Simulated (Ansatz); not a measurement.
Input:

```
CELL_PARAMETERS angstrom
      0.00000     2.93267     2.73499
      2.93267     0.00000     2.73499
      2.93267     2.93267     0.00000
ATOMIC_POSITIONS crystal
  Ga 0.00000 0.00000 0.00000
  As 0.25000 0.25000 0.25000
```

The numbers are results of r2SCAN with spin-orbit coupling, rigid bands (plane waves, PAW; Ansatz, a program for electronic structure), not measurements. Condition of this run: biaxial stress in (001) of -3.6 GPa (compression positive) (the target of the relaxation). Geometry: cell and atoms relaxed with PBEsol, then loaded as said.

What conductivity effective mass do dilute electrons have at 300 K?

0.047 (x), 0.047 (y), 0.032 (z) mₑ.

What conductivity effective mass do dilute holes have at 300 K?

0.35 (x), 0.35 (y), 0.071 (z) mₑ.

And the band gap?

0.38 eV at this level; semilocal functionals usually fall short of the measured gap.

Rigid bands, one relaxation time for all states, no polarons. Geometry: cell and atoms relaxed with PBEsol.
